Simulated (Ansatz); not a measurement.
AlSiCN (P3m1, No. 156, 4 atoms in the cell; start mp-1227998), treated with PBEsol (Ansatz, an electronic-structure program, PAW).

Settings: plane-wave cutoff 520 eV, 12×12×8 k mesh (along the axes of the cell as run), perturbation theory, scalar-relativistic PAW data made under PBE.

Computed at the level's own relaxed cell.

Harmonic phonon frequencies (cm⁻¹; i marks an imaginary mode; at Γ without the LO shift):

```json
[
 {"q point": "Γ", "frequencies": "0 0 0 242 242 535 643 643 690 768 791 791"},
 {"q point": "M", "frequencies": "233 310 346 403 518 529 649 686 713 742 773 840"},
 {"q point": "K", "frequencies": "340 373 375 458 476 482 664 694 698 722 779 846"},
 {"q point": "A", "frequencies": "149 149 206 206 346 380 642 642 789 789 837 877"},
 {"q point": "L", "frequencies": "260 280 309 326 565 594 649 680 726 740 772 827"},
 {"q point": "H", "frequencies": "237 292 398 448 543 563 637 687 700 721 768 846"}
]
```

No imaginary mode appears at these points.

Note: the relaxation could not lower the start's symmetry, so the cell can be a saddle point above a distorted one.

A start named mp-… is a Materials Project structure, which need not be a measured phase.
